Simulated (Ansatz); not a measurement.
Base system: SnO$_{2}$ in the rutile structure (space group P4_2/mnm, No. 136; a = 4.7599 Å, c = 3.2008 Å).

The other end (x = 1) is SiO2 in the rutile structure (space group P4_2/mnm, No. 136): 7.79 Å³/atom, gap 6.51 eV.

The values are results of DFT with r2SCAN, PAW potentials and a 500 eV plane-wave cutoff in Ansatz (a program for electronic structure), scalar-relativistic without spin-orbit coupling, not measurements.

Si replaces a fraction x of Sn; each row is one arrangement (x, atoms in the cell, starting space group or random), fully relaxed.

One change was made to it. Results:

```json
[
 {"quantity": "mixing energy", "base": "–", "after": "+78 meV/atom"},
 {"quantity": "valence-band top at Γ (three highest levels, from the VBM)", "base": "0.00, -0.77, -0.77 eV", "after": "0.00, -0.71, -0.91 eV"},
 {"quantity": "shortest interatomic distance", "base": "3.891 bohr", "after": "3.438 bohr"}
]
```

Which change produced these results?
A. x(Si) = 0.5, 12 atoms, Pmn2_1
B. x(Si) = 0.5, 12 atoms, Pmmm
C. x(Si) = 0.25, 12 atoms, Cmmm
D. x(Si) = 0.75, 12 atoms, Cmmm

C, x(Si) = 0.25, 12 atoms, Cmmm. For comparison, the mixing energy in the other runs: x(Si) = 0.5, 12 atoms, Pmn2_1 gives +152 meV/atom; x(Si) = 0.75, 12 atoms, Cmmm gives +115 meV/atom; x(Si) = 0.5, 12 atoms, Pmmm gives +0.257 eV/atom.

These are small ordered cells, not random alloys; other orderings at the same x differ. Stability against distortions was not tested.
